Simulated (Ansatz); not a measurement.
**Al: response to strain**

The parent structure is Al in the fcc (Cu type) structure (space group Fm-3m, No. 225).

```
CELL_PARAMETERS angstrom
      0.00000     1.99599     1.99599
      1.99599     0.00000     1.99599
      1.99599     1.99599     0.00000
ATOMIC_POSITIONS crystal
  Al 0.00000 0.00000 0.00000
```

Cartesian axes are those of the cell as printed.

Strains are applied to the cell and any free atomic positions relax; under biaxial strain the out-of-plane vector relaxes too; under stress the whole cell relaxes.

All numbers come from r2SCAN, PAW, 500 eV (Ansatz, a quantum-chemistry and plane-wave program; scalar-relativistic without spin-orbit coupling).

Notes on the quantities. energy relative to the base: free energy F; pressure: mean of the normal stresses, compression positive.

```json
[
 {"case": "base", "energy relative to the base": "0 meV/atom", "space group": "Fm-3m (No. 225)", "pressure": "0.0 GPa"},
 {"case": "biaxial strain +0.26 %, plane normal [110], relaxed out of plane", "energy relative to the base": "+0.2 meV/atom", "space group": "Immm (No. 71)", "pressure": "-0.1 GPa"},
 {"case": "biaxial strain −4.86 %, plane normal [111], relaxed out of plane", "energy relative to the base": "+51 meV/atom", "space group": "R-3m (No. 166)", "pressure": "(withheld)"},
 {"case": "isotropic strain −0.62 %", "energy relative to the base": "+1.6 meV/atom", "space group": "Fm-3m (No. 225)", "pressure": "1.8 GPa"},
 {"case": "uniaxial strain ε_yy = −2.55 %", "energy relative to the base": "+4.3 meV/atom", "space group": "I4/mmm (No. 139)", "pressure": "2.6 GPa"},
 {"case": "uniaxial strain ε_yy = +0.64 %", "energy relative to the base": "+0.2 meV/atom", "space group": "I4/mmm (No. 139)", "pressure": "-0.6 GPa"},
 {"case": "uniaxial strain ε_zz = −1.52 %", "energy relative to the base": "(withheld)", "space group": "I4/mmm (No. 139)", "pressure": "1.5 GPa"},
 {"case": "uniaxial stress, 2 GPa compression along x", "energy relative to the base": "+1.7 meV/atom", "space group": "I4/mmm (No. 139)", "pressure": "–"},
 {"case": "tensor shear ε_xz = +2.81 %", "energy relative to the base": "(withheld)", "space group": "Immm (No. 71)", "pressure": "0.5 GPa"},
 {"case": "tensor shear ε_xy = +0.61 %", "energy relative to the base": "+0.4 meV/atom", "space group": "Immm (No. 71)", "pressure": "0.0 GPa"}
]
```

Q: What belongs in the blanks?

A: 
- biaxial strain −4.86 %, plane normal [111], relaxed out of plane, pressure: 7.8 GPa
- uniaxial strain ε_zz = −1.52 %, energy relative to the base: +1.4 meV/atom
- tensor shear ε_xz = +2.81 %, energy relative to the base: +7.9 meV/atom

A biaxial case was relaxed in a doubled cell and then solved in the primitive one. Without a gap, meshes like the base's 20×20×20 leave anisotropic stresses uncertain by several tenths of a GPa, and small strain energies with them. Stability under load was not tested beyond the relaxation.
